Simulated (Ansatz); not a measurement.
# Si well of 12 atomic layers along [001] in random Si0.5Ge0.5, Ge share that oscillates in the well

Prepared with Tersoff's 1989 multicomponent potential (SiCGe.tersoff) (LAMMPS): minimisation. Geometry as solved with PBE, support functions at accuracy medium on the grid of 370 eV (Ansatz, a first-principles code).

```xyz
648
Lattice="16.85 0.00 0.00 0.00 16.85 0.00 0.00 0.00 49.89" Properties=species:S:1:pos:R:3 pbc="T T T"
Si     0.03     0.04     0.03
Si     1.39     1.43     1.42
Si     2.75     2.80     0.01
Ge     4.19     4.21     1.36
Ge     2.79     0.02     2.84
Si     4.21     1.39     4.28
Si     0.01     2.75     2.84
Ge     1.37     4.20     4.25
Si     0.02     0.03     5.66
Si     1.37     1.40     7.06
Ge     2.82     2.80     5.71
Si     4.23     4.25     7.09
Ge     2.77    -0.02     8.45
Ge     4.22     1.45     9.84
Si     0.03     2.80     8.43
Ge     1.44     4.20     9.84
Si     0.03    -0.03    11.26
Ge     1.39     1.43    12.65
Si     2.82     2.81    11.27
Ge     4.23     4.18    12.69
Ge     2.82     0.03    14.10
Si     4.23     1.44    15.49
Si     0.02     2.83    14.09
Si     1.38     4.20    15.48
Si    -0.01    -0.01    16.89
Si     1.41     1.41    18.19
Si     2.80     2.82    16.83
Si     4.18     4.24    18.17
Si     2.80    -0.02    19.54
Si     4.19     1.36    20.90
Si    -0.01     2.81    19.53
Si     1.40     4.20    20.87
Si     0.00    -0.01    22.24
Si     1.42     1.37    23.56
Si     2.78     2.77    22.20
Ge     4.18     4.23    23.57
Si     2.84     0.01    24.92
Si     4.20     1.38    26.33
Ge     0.01     2.80    24.95
Si     1.42     4.23    26.34
Si     0.00     0.04    27.66
Si     1.41     1.41    29.00
Si     2.82     2.81    27.67
Si     4.23     4.21    29.02
Si     2.81     0.00    30.36
Si     4.20     1.40    31.73
Si     0.01     2.80    30.34
Si     1.43     4.18    31.68
Si     0.02     0.02    33.08
Si     1.37     1.44    34.44
Si     2.79     2.79    33.08
Si     4.13     4.19    34.46
Ge     2.75    -0.03    35.80
Ge     4.19     1.34    37.29
Si     0.00     2.77    35.88
Si     1.36     4.20    37.24
Ge    -0.04    -0.01    38.65
Si     1.34     1.40    40.06
Ge     2.75     2.81    38.67
Ge     4.23     4.25    40.04
Ge     2.76    -0.04    41.42
Ge     4.16     1.39    42.87
Si    -0.05     2.76    41.43
Ge     1.38     4.14    42.84
Si    -0.02    -0.01    44.24
Si     1.40     1.35    45.62
Si     2.76     2.76    44.28
Ge     4.22     4.19    45.63
Si     2.80     0.01    47.00
Ge     4.15     1.43    48.45
Ge     0.05     2.77    47.08
Si     1.43     4.17    48.50
Ge     0.03     5.55     0.01
Ge     1.36     7.04     1.46
Ge     2.80     8.44     0.02
Ge     4.21     9.83     1.48
Ge     2.83     5.64     2.86
Si     4.24     6.99     4.31
Si    -0.05     8.41     2.88
Ge     1.40     9.82     4.22
Si     0.00     5.65     5.64
Ge     1.41     7.01     7.09
Ge     2.86     8.43     5.68
Si     4.21     9.87     7.08
Si     2.85     5.62     8.47
Si     4.14     7.04     9.89
Si     0.01     8.42     8.51
Si     1.40     9.81     9.87
Ge     0.00     5.67    11.25
Si     1.40     7.07    12.66
Si     2.78     8.44    11.28
Si     4.16     9.81    12.66
Ge     2.78     5.64    14.09
Si     4.22     7.02    15.49
Si    -0.01     8.38    14.06
Ge     1.40     9.81    15.45
Si    -0.01     5.62    16.83
Si     1.41     7.02    18.18
Si     2.84     8.40    16.85
Si     4.21     9.83    18.19
Si     2.80     5.63    19.54
Si     4.21     7.03    20.89
Si     0.03     8.45    19.50
Si     1.41     9.83    20.89
Si     0.03     5.60    22.25
Si     1.40     7.03    23.61
Si     2.80     8.42    22.24
Si     4.18     9.86    23.57
Si     2.78     5.64    24.98
Si     4.19     7.00    26.33
Si     0.00     8.44    24.95
Si     1.41     9.84    26.30
Si     0.01     5.63    27.67
Si     1.41     7.03    29.01
Si     2.80     8.43    27.66
Si     4.20     9.83    29.01
Si     2.82     5.61    30.35
Si     4.20     7.03    31.69
Si     0.00     8.43    30.34
Si     1.41     9.81    31.71
Ge     0.01     5.61    33.04
Ge     1.43     7.04    34.47
Si     2.81     8.43    33.04
Ge     4.19     9.87    34.42
Si     2.77     5.55    35.86
Ge     4.20     6.97    37.24
Si    -0.01     8.43    35.85
Ge     1.38     9.86    37.22
Si     0.00     5.56    38.67
Si     1.36     6.98    40.02
Ge     2.78     8.42    38.67
Si     4.20     9.83    40.06
Ge     2.78     5.66    41.47
Si     4.20     7.02    42.90
Ge    -0.03     8.40    41.42
Ge     1.44     9.78    42.90
Ge     0.00     5.66    44.23
Si     1.43     7.04    45.63
Si     2.86     8.40    44.31
Si     4.22     9.85    45.65
Ge     2.78     5.61    47.07
Ge     4.25     7.03    48.48
Ge     0.00     8.43    47.01
Ge     1.42     9.87    48.43
Ge    -0.03    11.28    -0.01
Ge     1.42    12.65     1.46
Ge     2.81    14.08     0.02
Si     4.19    15.46     1.43
Si     2.80    11.23     2.85
Ge     4.20    12.60     4.28
Ge    -0.02    14.05     2.91
Si     1.38    15.49     4.28
Ge    -0.04    11.24     5.65
Ge     1.37    12.64     7.13
Ge     2.80    14.09     5.69
Si     4.24    15.49     7.04
Si     2.78    11.18     8.47
Ge     4.15    12.63     9.86
Si    -0.02    14.03     8.56
Si     1.38    15.41     9.90
Si     0.02    11.23    11.21
Ge     1.40    12.62    12.67
Si     2.76    14.04    11.25
Ge     4.18    15.42    12.65
Si     2.83    11.21    14.05
Si     4.18    12.57    15.47
Si    -0.01    14.01    14.09
Ge     1.39    15.40    15.50
Si    -0.01    11.25    16.83
Si     1.40    12.62    18.20
Si     2.83    13.98    16.85
Si     4.21    15.43    18.19
Si     2.81    11.23    19.54
Si     4.21    12.64    20.88
Si     0.00    14.03    19.55
Si     1.40    15.43    20.89
Si     0.00    11.22    22.24
Si     1.40    12.63    23.58
Si     2.81    14.04    22.24
Si     4.22    15.44    23.59
Si     2.80    11.24    24.95
Si     4.22    12.63    26.30
Si    -0.03    14.01    24.91
Ge     1.40    15.43    26.29
Si     0.00    11.24    27.65
Si     1.41    12.62    29.02
Si     2.83    14.01    27.68
Si     4.21    15.44    29.01
Si     2.81    11.22    30.37
Si     4.20    12.64    31.71
Si     0.03    14.01    30.40
Si     1.42    15.44    31.74
Ge     0.01    11.24    33.12
Si     1.43    12.68    34.50
Si     2.81    14.04    33.09
Si     4.20    15.44    34.42
Si     2.81    11.29    35.85
Si     4.19    12.63    37.24
Si     0.02    14.02    35.88
Si     1.37    15.42    37.24
Ge    -0.07    11.27    38.67
Ge     1.37    12.69    40.10
Ge     2.82    14.06    38.64
Si     4.26    15.41    40.07
Ge     2.85    11.25    41.48
Si     4.26    12.65    42.87
Si    -0.04    14.10    41.46
Si     1.34    15.44    42.86
Ge     0.00    11.24    44.29
Si     1.42    12.63    45.68
Ge     2.79    14.04    44.25
Si     4.17    15.46    45.67
Si     2.82    11.24    47.00
Ge     4.19    12.62    48.45
Ge    -0.03    14.04    47.04
Ge     1.40    15.52    48.46
Ge     5.58    -0.03    -0.02
Ge     7.00     1.38     1.43
Ge     8.39     2.83    -0.01
Ge     9.81     4.21     1.49
Ge     8.44     0.00     2.89
Si     9.84     1.44     4.24
Ge     5.58     2.80     2.85
Ge     7.00     4.26     4.26
Si     5.60     0.03     5.67
Si     6.96     1.42     7.06
Ge     8.42     2.79     5.67
Ge     9.85     4.23     7.10
Ge     8.38     0.04     8.49
Si     9.83     1.43     9.85
Si     5.63     2.86     8.43
Si     7.02     4.22     9.82
Ge     5.65    -0.01    11.27
Si     7.00     1.41    12.69
Ge     8.39     2.79    11.25
Ge     9.83     4.19    12.70
Ge     8.44    -0.01    14.03
Ge     9.86     1.44    15.48
Si     5.63     2.78    14.10
Si     6.97     4.19    15.48
Si     5.59     0.03    16.86
Si     7.04     1.39    18.18
Si     8.40     2.84    16.84
Si     9.82     4.20    18.19
Si     8.43     0.00    19.54
Si     9.83     1.40    20.90
Ge     5.61     2.81    19.54
Si     7.05     4.24    20.91
Si     5.62    -0.02    22.23
Si     7.05     1.37    23.56
Si     8.44     2.81    22.24
Si     9.84     4.21    23.60
Si     8.43    -0.01    24.94
Si     9.81     1.40    26.29
Ge     5.65     2.78    24.97
Si     7.06     4.24    26.32
Si     5.61    -0.01    27.66
Si     7.01     1.40    29.00
Si     8.43     2.81    27.66
Si     9.81     4.21    29.01
Si     8.42     0.02    30.36
Si     9.83     1.40    31.72
Si     5.62     2.79    30.37
Si     7.04     4.18    31.71
Si     5.59    -0.03    33.05
Ge     7.03     1.37    34.44
Si     8.45     2.80    33.08
Si     9.85     4.18    34.43
Si     8.40    -0.02    35.90
Ge     9.87     1.38    37.24
Ge     5.57     2.80    35.84
Ge     7.01     4.23    37.25
Si     5.62    -0.06    38.68
Ge     7.01     1.37    40.06
Ge     8.46     2.82    38.67
Si     9.86     4.23    40.05
Ge     8.44    -0.08    41.46
Ge     9.86     1.38    42.87
Ge     5.62     2.83    41.50
Si     7.02     4.24    42.88
Ge     5.61    -0.04    44.26
Ge     7.00     1.42    45.70
Ge     8.44     2.85    44.28
Si     9.89     4.22    45.67
Ge     8.45    -0.05    47.05
Ge     9.86     1.43    48.45
Si     5.60     2.83    47.10
Si     6.98     4.21    48.47
Si     5.65     5.59    -0.02
Ge     7.05     6.99     1.42
Si     8.41     8.40     0.00
Ge     9.79     9.79     1.42
Si     8.45     5.64     2.88
Si     9.83     6.97     4.29
Ge     5.63     8.40     2.91
Si     6.99     9.82     4.32
Si     5.58     5.61     5.68
Ge     7.00     6.98     7.08
Ge     8.46     8.43     5.67
Si     9.88     9.82     7.08
Si     8.41     5.60     8.48
Ge     9.80     7.07     9.84
Ge     5.57     8.44     8.51
Si     7.02     9.80     9.89
Ge     5.62     5.64    11.23
Si     7.02     7.04    12.63
Si     8.38     8.43    11.27
Ge     9.78     9.83    12.68
Ge     8.36     5.62    14.07
Ge     9.80     7.02    15.52
Ge     5.61     8.43    14.06
Si     7.02     9.84    15.47
Si     5.60     5.62    16.83
Si     7.00     7.02    18.19
Si     8.39     8.46    16.87
Si     9.83     9.84    18.20
Si     8.43     5.62    19.52
Si     9.83     7.02    20.87
Si     5.60     8.43    19.54
Si     7.01     9.82    20.89
Si     5.64     5.65    22.21
Si     7.05     7.00    23.57
Si     8.41     8.40    22.20
Ge     9.85     9.81    23.57
Si     8.44     5.62    24.94
Si     9.83     7.01    26.30
Ge     5.61     8.42    24.95
Si     7.02     9.83    26.36
Si     5.62     5.61    27.67
Si     7.02     7.02    29.02
Si     8.43     8.41    27.66
Si     9.83     9.82    29.00
Si     8.41     5.61    30.36
Si     9.85     6.99    31.69
Si     5.61     8.43    30.34
Si     7.00     9.85    31.67
Ge     5.59     5.59    33.09
Si     7.02     7.01    34.44
Ge     8.41     8.42    33.05
Ge     9.86     9.85    34.48
Ge     8.47     5.63    35.82
Ge     9.88     7.05    37.30
Ge     5.64     8.42    35.83
Ge     7.08     9.85    37.27
Si     5.63     5.63    38.63
Ge     7.02     7.04    40.02
Si     8.46     8.46    38.69
Si     9.82     9.87    40.03
Ge     8.43     5.59    41.46
Ge     9.83     7.04    42.90
Ge     5.57     8.43    41.47
Ge     7.03     9.87    42.86
Si     5.60     5.62    44.20
Ge     6.98     7.05    45.62
Si     8.43     8.47    44.28
Si     9.80     9.85    45.64
Ge     8.41     5.58    47.05
Ge     9.81     7.01    48.50
Si     5.59     8.46    47.03
Ge     7.05     9.80    48.44
Ge     5.62    11.22     0.01
Ge     7.01    12.66     1.45
Ge     8.40    14.06    -0.04
Ge     9.84    15.43     1.41
Ge     8.39    11.20     2.89
Ge     9.87    12.59     4.29
Ge     5.59    14.10     2.86
Si     6.98    15.49     4.29
Si     5.61    11.20     5.70
Si     6.99    12.59     7.05
Ge     8.36    14.01     5.65
Ge     9.80    15.44     7.06
Ge     8.42    11.21     8.48
Si     9.80    12.65     9.88
Ge     5.63    14.06     8.45
Si     7.05    15.42     9.89
Ge     5.60    11.19    11.27
Ge     7.05    12.62    12.67
Si     8.44    14.04    11.25
Si     9.82    15.39    12.64
Si     8.41    11.21    14.10
Ge     9.85    12.63    15.45
Ge     5.58    13.99    14.10
Ge     7.01    15.45    15.50
Si     5.61    11.22    16.83
Si     7.02    12.63    18.19
Si     8.44    14.03    16.87
Si     9.84    15.44    18.20
Si     8.42    11.23    19.55
Si     9.82    12.65    20.89
Si     5.62    14.04    19.53
Si     7.02    15.44    20.88
Si     5.61    11.24    22.23
Si     6.98    12.67    23.57
Si     8.42    14.05    22.24
Si     9.83    15.43    23.60
Ge     8.40    11.27    24.98
Si     9.85    12.67    26.34
Si     5.60    14.04    24.95
Si     7.02    15.44    26.30
Si     5.61    11.23    27.67
Si     7.01    12.64    29.00
Si     8.42    14.05    27.66
Si     9.82    15.45    29.01
Si     8.42    11.23    30.33
Si     9.85    12.62    31.66
Si     5.61    14.04    30.36
Si     6.99    15.46    31.68
Si     5.61    11.24    33.03
Ge     7.02    12.60    34.47
Ge     8.43    14.04    33.04
Ge     9.84    15.45    34.52
Si     8.48    11.27    35.87
Si     9.86    12.64    37.24
Ge     5.59    14.06    35.87
Si     7.01    15.46    37.28
Ge     5.60    11.26    38.68
Si     7.02    12.66    40.09
Ge     8.44    14.04    38.66
Si     9.88    15.47    40.01
Si     8.42    11.25    41.41
Ge     9.81    12.66    42.83
Si     5.63    14.03    41.48
Si     7.02    15.38    42.87
Si     5.59    11.24    44.26
Ge     7.04    12.62    45.64
Si     8.42    14.05    44.24
Si     9.83    15.42    45.59
Si     8.44    11.21    47.03
Ge     9.83    12.62    48.44
Ge     5.61    14.08    47.05
Si     7.00    15.45    48.46
Ge    11.30     0.00    -0.01
Ge    12.64     1.47     1.46
Si    14.00     2.81    -0.01
Ge    15.43     4.14     1.44
Ge    14.10     0.03     2.84
Si    15.51     1.40     4.26
Si    11.22     2.83     2.90
Si    12.59     4.22     4.28
Ge    11.21     0.02     5.64
Ge    12.64     1.40     7.11
Ge    14.05     2.81     5.62
Ge    15.47     4.25     7.06
Si    14.07    -0.01     8.47
Ge    15.50     1.38     9.84
Si    11.23     2.80     8.50
Ge    12.66     4.24     9.82
Ge    11.20    -0.01    11.26
Ge    12.63     1.41    12.71
Ge    14.07     2.82    11.27
Ge    15.46     4.24    12.74
Si    14.05    -0.01    14.06
Ge    15.45     1.40    15.46
Si    11.28     2.85    14.11
Si    12.64     4.24    15.48
Si    11.24     0.00    16.87
Si    12.64     1.40    18.20
Si    14.01     2.82    16.84
Si    15.43     4.21    18.17
Si    14.04     0.00    19.55
Si    15.45     1.40    20.89
Si    11.22     2.79    19.54
Si    12.62     4.20    20.88
Si    11.23     0.00    22.25
Si    12.64     1.40    23.60
Si    14.03     2.80    22.23
Si    15.45     4.21    23.55
Si    14.03    -0.01    24.95
Si    15.41     1.39    26.32
Si    11.23     2.80    24.95
Si    12.61     4.20    26.32
Si    11.20    -0.02    27.63
Ge    12.62     1.41    29.01
Si    14.05     2.83    27.64
Si    15.45     4.22    29.00
Si    14.03    -0.01    30.41
Si    15.48     1.38    31.69
Si    11.20     2.84    30.39
Si    12.62     4.24    31.69
Si    11.21    -0.01    33.07
Ge    12.62     1.37    34.48
Ge    14.04     2.80    33.05
Ge    15.44     4.21    34.51
Si    14.03     0.00    35.91
Si    15.42     1.41    37.24
Si    11.22     2.82    35.84
Ge    12.63     4.19    37.29
Si    11.30    -0.02    38.66
Si    12.70     1.35    40.02
Si    14.07     2.77    38.67
Si    15.44     4.19    40.05
Si    14.05    -0.02    41.46
Si    15.47     1.34    42.80
Ge    11.27     2.78    41.38
Ge    12.65     4.23    42.84
Si    11.24    -0.05    44.26
Ge    12.63     1.34    45.70
Ge    14.07     2.74    44.23
Ge    15.46     4.19    45.67
Si    14.06    -0.07    47.08
Ge    15.41     1.37    48.51
Si    11.25     2.83    47.06
Si    12.62     4.15    48.48
Ge    11.25     5.56     0.01
Ge    12.66     7.00     1.43
Ge    14.05     8.44     0.00
Ge    15.44     9.85     1.48
Ge    14.06     5.60     2.91
Si    15.45     7.04     4.30
Ge    11.21     8.39     2.88
Ge    12.66     9.85     4.28
Si    11.25     5.63     5.67
Si    12.63     7.03     7.04
Si    14.04     8.38     5.67
Ge    15.42     9.79     7.11
Si    14.04     5.68     8.43
Si    15.44     7.03     9.81
Si    11.26     8.44     8.42
Si    12.62     9.83     9.82
Ge    11.23     5.63    11.27
Ge    12.68     7.01    12.71
Ge    14.04     8.44    11.21
Ge    15.48     9.84    12.65
Si    14.05     5.63    14.14
Si    15.46     7.02    15.46
Ge    11.25     8.45    14.11
Si    12.66     9.84    15.51
Si    11.24     5.59    16.86
Si    12.64     7.02    18.18
Si    14.06     8.42    16.83
Si    15.45     9.84    18.17
Si    14.02     5.59    19.52
Ge    15.44     7.03    20.88
Si    11.24     8.43    19.53
Si    12.64     9.84    20.87
Si    11.22     5.62    22.23
Si    12.61     7.04    23.57
Si    14.01     8.46    22.26
Si    15.44     9.83    23.60
Ge    14.04     5.62    24.94
Si    15.47     7.05    26.32
Si    11.25     8.40    24.98
Si    12.64     9.83    26.30
Si    11.22     5.61    27.66
Si    12.63     7.03    28.99
Si    14.05     8.44    27.66
Si    15.45     9.84    29.01
Si    14.03     5.62    30.34
Si    15.44     7.03    31.66
Si    11.24     8.42    30.35
Si    12.62     9.86    31.69
Si    11.21     5.59    33.07
Ge    12.62     7.00    34.50
Ge    14.05     8.45    33.07
Si    15.46     9.81    34.51
Si    14.03     5.60    35.90
Ge    15.46     7.01    37.27
Si    11.27     8.46    35.89
Si    12.60     9.84    37.28
Si    11.25     5.61    38.71
Si    12.64     6.98    40.07
Ge    14.00     8.44    38.69
Si    15.40     9.85    40.09
Si    14.07     5.62    41.43
Si    15.42     7.01    42.81
Ge    11.25     8.45    41.43
Si    12.66     9.86    42.82
Si    11.22     5.59    44.26
Ge    12.61     7.00    45.63
Ge    14.05     8.45    44.21
Si    15.41     9.86    45.66
Ge    14.00     5.57    47.10
Ge    15.46     6.99    48.48
Ge    11.19     8.45    47.04
Ge    12.66     9.87    48.43
Ge    11.26    11.25     0.03
Si    12.71    12.63     1.41
Si    14.03    14.01    -0.04
Ge    15.46    15.43     1.36
Si    14.04    11.27     2.84
Si    15.40    12.62     4.24
Ge    11.28    13.99     2.80
Ge    12.66    15.44     4.25
Si    11.26    11.21     5.73
Si    12.64    12.57     7.10
Ge    14.04    13.98     5.69
Ge    15.49    15.45     7.09
Si    14.02    11.23     8.50
Si    15.43    12.61     9.88
Ge    11.23    13.99     8.47
Ge    12.69    15.41     9.88
Ge    11.23    11.25    11.24
Si    12.63    12.66    12.66
Si    14.06    13.98    11.28
Ge    15.46    15.42    12.66
Ge    14.03    11.27    14.09
Si    15.46    12.66    15.48
Si    11.23    14.04    14.00
Ge    12.64    15.43    15.44
Si    11.26    11.22    16.86
Si    12.65    12.64    18.20
Si    14.06    14.02    16.85
Si    15.43    15.44    18.21
Si    14.05    11.23    19.54
Si    15.44    12.63    20.90
Si    11.24    14.04    19.55
Si    12.63    15.44    20.90
Si    11.26    11.26    22.21
Si    12.64    12.64    23.59
Si    14.04    14.04    22.24
Si    15.43    15.44    23.59
Si    14.03    11.23    24.94
Si    15.43    12.62    26.29
Si    11.24    14.04    24.94
Si    12.63    15.44    26.29
Si    11.23    11.22    27.66
Si    12.64    12.63    28.99
Si    14.02    14.01    27.62
Ge    15.44    15.42    29.02
Si    14.04    11.25    30.35
Si    15.43    12.65    31.72
Si    11.24    14.04    30.34
Si    12.62    15.44    31.73
Si    11.23    11.25    33.04
Ge    12.62    12.66    34.45
Si    14.04    14.07    33.07
Ge    15.46    15.46    34.49
Ge    14.05    11.23    35.90
Si    15.44    12.70    37.25
Si    11.26    14.05    35.92
Si    12.66    15.44    37.28
Si    11.20    11.22    38.62
Ge    12.67    12.61    40.00
Si    14.07    14.06    38.63
Si    15.40    15.43    40.07
Si    14.04    11.22    41.45
Ge    15.41    12.68    42.84
Ge    11.28    14.09    41.43
Si    12.66    15.48    42.88
Ge    11.26    11.23    44.26
Si    12.70    12.66    45.64
Si    14.02    14.09    44.26
Si    15.43    15.46    45.62
Si    14.07    11.28    47.03
Si    15.40    12.65    48.45
Ge    11.27    14.06    47.02
Si    12.69    15.42    48.47
```
